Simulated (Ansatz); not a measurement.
Zone-centre phonon calculation of NaCd2 (Fd-3m, 6 atoms in the cell) at several settings

```
NaCd2
1.0
    0.00000     4.28835     4.28835
    4.28835     0.00000     4.28835
    4.28835     4.28835     0.00000
Cd Na
4 2
Cartesian
  1.07209   1.07209   1.07209
  1.07209   3.21626   3.21626
  3.21626   1.07209   3.21626
  3.21626   3.21626   1.07209
  6.43252   6.43252   6.43252
  4.28835   4.28835   4.28835
```

Base: Ansatz (a first-principles code) with PBE. Its settings: basis.ecutwfc = 420 eV; kpoints.mp_grid.grid = 5 5 5; hamiltonian.xc = pbe; hamiltonian.pseudopotentials = {kind: paw} (the program's default PAW files); scf.occupations.method = gaussian; scf.occupations.width = 0.136 eV. Starting volume 26.29 Å³ per atom.

Each line gives the change from the base single point and the result:

- kpoints.mp_grid.grid: 5 5 5 → 2 2 2; phonons.method: default → dfpt: zone-centre frequencies (cm⁻¹; negative means imaginary) 0, 0, 0, 35, 35, 35, 75, 75, 75, 93, 93, 95, 95, 95, 122, 122, 122, 148.
- phonons.method: default → dfpt: zone-centre frequencies (cm⁻¹; negative means imaginary) 0, 0, 0, 42, 42, 42, 71, 71, 90, 90, 90, 110, 110, 110, 120, 120, 120, 155.

The starting cell was generated: these elements placed on a structure prototype, without a prior relaxation; it need not be a known phase or ordering of this composition.

Frequencies and response belong to this unrelaxed cell, and polar modes hold no LO-TO splitting.

Left out of this page: 1 run of the series outside the window shown, repeating another row's setting, or not comparable.

Keys are those of Ansatz 0.2.
